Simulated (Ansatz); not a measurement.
**Sensitivity of a calculation on PbIBr (Pnma, 12 atoms in the cell) to its settings**

```yaml
crystal:
  lattice:
    - [9.09159, 0.00000, 0.00000]
    - [0.00000, 4.58617, 0.00000]
    - [0.00000, 0.00000, 11.04269]
  atoms:
    - { symbol: Pb, position: [0.14914, 0.75000, 0.84587] }
    - { symbol: Pb, position: [0.85086, 0.25000, 0.15413] }
    - { symbol: Pb, position: [0.35086, 0.25000, 0.34587] }
    - { symbol: Pb, position: [0.64914, 0.75000, 0.65413] }
    - { symbol: I, position: [0.99858, 0.25000, 0.67616] }
    - { symbol: I, position: [0.00142, 0.75000, 0.32384] }
    - { symbol: I, position: [0.50142, 0.75000, 0.17616] }
    - { symbol: I, position: [0.49858, 0.25000, 0.82384] }
    - { symbol: Br, position: [0.34313, 0.75000, 0.54950] }
    - { symbol: Br, position: [0.65687, 0.25000, 0.45050] }
    - { symbol: Br, position: [0.15687, 0.25000, 0.04950] }
    - { symbol: Br, position: [0.84313, 0.75000, 0.95050] }
```

Base run A: PBE0 (Ansatz, an electronic-structure program), self-consistent single point.

Its settings: basis.ecutwfc = 420 eV; kpoints.mp_grid.grid = 2 3 1; hamiltonian.xc = pbe0; hamiltonian.pseudopotentials = {kind: paw}, with the files named one by one; scf.occupations.method = gaussian; scf.occupations.width = 0.05 eV.

The starting cell comes from a database of computed structures (which also holds hypothetical and non-ambient phases and stackings), without a prior relaxation at this level. Its lattice was rescaled by a random factor within 2.5 % of one. Spin-orbit coupling is off. Ansatz's pressure includes its estimate of the finite-basis (Pulay) stress.

ΔF is the free energy per atom less that of run A. A dash stands where there is no value to compare (another energy zero or no entropy term, no result, no spin, no clean gap, or a mesh too coarse for one). Total energies depend on the potentials, the functional and any Hubbard or dispersion term, so they are compared only between runs that share all of them.

Runs D, E sample the zone with one or two k-points, far too few for so small a cell.

Run A gave: pressure (GPa) -1.90; largest force (eV/Å) 0.403; gap on the mesh (eV) 4.220; k-points 4.

Runs:
- B: hamiltonian.xc: pbe0 → pbesol; hamiltonian.pseudopotentials: {kind: paw}, with the files named one by one → {kind: paw} (the program's default PAW files) [PBEsol]
- C: hamiltonian.xc: pbe0 → hse06 [HSE06]
- D: kpoints.mp_grid.grid: 2 3 1 → 1 1 1
- E: kpoints.mp_grid.grid: 2 3 1 → 1 2 1
- F: scf.convergence.dr2_threshold: default (1e-07 eV) → 0.0001 eV
- G: scf.mixing.preconditioner: default (the program chose none) → kerker; scf.mixing.q_tf: default → 1.5
- H: scf.mixing.algorithm: default (the program chose MSR1) → broyden; scf.mixing.beta: default → 0.05
- I: scf.exx.singularity: default → gygi_baldereschi

Question: What does run E change against A?

Answer: The free energy goes up by 10.1 meV/atom, the pressure goes from -1.90 to -1.79 GPa, the largest force goes from 0.403 to 0.497 eV/Å and the gap on the mesh goes from 4.220 to 4.276 eV.

Question: What does run C change against A?

Answer: The pressure hardly changes (-1.90 to -1.83 GPa), the largest force stays at 0.403 eV/Å and the gap on the mesh goes from 4.220 to 3.533 eV.

```json
[
 {"run": "A", "ΔF (meV/atom)": "0.00", "pressure (GPa)": "-1.90", "largest force (eV/Å)": "0.403", "gap on the mesh (eV)": "4.220", "k-points": "4"},
 {"run": "B", "ΔF (meV/atom)": "–", "pressure (GPa)": "-3.00", "largest force (eV/Å)": "0.408", "gap on the mesh (eV)": "2.619", "k-points": "4"},
 {"run": "C", "ΔF (meV/atom)": "–", "pressure (GPa)": "-1.83", "largest force (eV/Å)": "0.403", "gap on the mesh (eV)": "3.533", "k-points": "4"},
 {"run": "D", "ΔF (meV/atom)": "524.5", "pressure (GPa)": "1.94", "largest force (eV/Å)": "0.570", "gap on the mesh (eV)": "4.246", "k-points": "1"},
 {"run": "E", "ΔF (meV/atom)": "10.1", "pressure (GPa)": "-1.79", "largest force (eV/Å)": "0.497", "gap on the mesh (eV)": "4.276", "k-points": "2"},
 {"run": "F", "ΔF (meV/atom)": "0.00", "pressure (GPa)": "-1.90", "largest force (eV/Å)": "0.403", "gap on the mesh (eV)": "4.220", "k-points": "4"},
 {"run": "G", "ΔF (meV/atom)": "0.00", "pressure (GPa)": "-1.90", "largest force (eV/Å)": "0.403", "gap on the mesh (eV)": "4.220", "k-points": "4"},
 {"run": "H", "ΔF (meV/atom)": "0.00", "pressure (GPa)": "-1.90", "largest force (eV/Å)": "0.403", "gap on the mesh (eV)": "4.220", "k-points": "4"},
 {"run": "I", "ΔF (meV/atom)": "–", "pressure (GPa)": "-2.02", "largest force (eV/Å)": "0.400", "gap on the mesh (eV)": "4.256", "k-points": "4"}
]
```

Keys are those of Ansatz 0.2.
